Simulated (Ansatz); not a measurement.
The starting structures come from a database of crystals and need not be the phases stable at ambient conditions.

The decay constant κ of evanescent states in the gap governs leakage through a thin film.

Data:

```xyz
6
Lattice="5.5592 0.0000 0.0000 0.0000 8.6740 0.0000 2.7796 4.3370 2.7796" Properties=species:S:1:pos:R:3 pbc="T T T"
Si     5.5592    10.8424     2.7796
Si     0.0000     0.0000     0.0000
S      4.3528     9.7582     1.3898
S      1.3898     7.5897     1.2064
S      3.9860     5.4212     1.3898
S      6.9490     3.2527     1.5732
```

Space group of this cell: I-42d. The cell is taken as given.

Transport runs along the normal of the first two printed cell vectors, the (100) plane of the conventional cell.

No gap correction and no spin-orbit coupling; mid-gap values are interpolated between computed energies.

Estimate the band gap and the smallest decay constant κ at mid-gap that r2SCAN (Ansatz, a first-principles code) returns for this system.

Gap 3.55 eV on a 12×12×12 mesh; κ = 0.326 1/Å, at the zone centre.
